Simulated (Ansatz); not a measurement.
Given:

End structure of a constructed model of the (100) surface of fcc Pd, a layer of Re in place of the second plane (bottom of the slab: a bare face, its two planes held):

```
CELL_PARAMETERS angstrom
      2.78861     0.00000     0.00000
      0.00000     2.78861     0.00000
      0.00000     0.00000    26.50000
ATOMIC_POSITIONS crystal
  Pd 0.50000 0.50000 0.31126
  Pd 0.00000 0.00000 0.38567
  Pd 0.50000 0.50000 0.46049
  Pd 0.00000 0.00000 0.53752
  Re 0.50000 0.50000 0.60813
  Pd 0.00000 0.00000 0.67724
```

Slab: 6 atoms, 10.0 Å thick at the start (thin: gaps and levels are the slab's own); k 13x13x1, smearing 0.1 eV, dipole-corrected; 2 atoms held, the rest relaxed; held to the start's symmetry, so lower structures may exist; no spin, no spin-orbit, no U. It is one candidate, not shown to be the stable structure of the face.

Task: What is the computed work function of the top face (PBE in Ansatz, a program for electronic structure)?

Result: 4.50 eV
